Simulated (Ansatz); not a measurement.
## TiAl₃ (I4/mmm, No. 139)

Level of theory: r²SCAN (plane waves, PAW; Ansatz, a quantum-chemistry and plane-wave program).

Numerical settings: plane-wave cutoff 500 eV, 20×20×20 k mesh, Fermi–Dirac smearing 0.1 eV, no spin polarisation, scalar-relativistic PAW data made under PBE.

Cell: relaxed at this level.

| Item | Result |
|---|---|
| volume per atom | 15.66 Å³/atom |
| lattice constant a | 3.826 Å |
| lattice parameter c | 8.555 Å |
| band gap | zero (no gap) |

Measured, for comparison: equilibrium volume per atom 15.93 Å³/atom (temperature not stated, no zero-point or thermal correction; as tabulated in P. Norby and A. Norlund Christensen, Acta Chemica Scandinavica A40, 157 (1986)). Computed (rounded) less measured: equilibrium volume per atom -1.7 %. A static lattice is as a rule a little smaller and stiffer than an uncorrected measurement, which narrows the difference in the equilibrium volume per atom and would widen misses of the other sign.

Computing time: roughly 4 core-minutes.
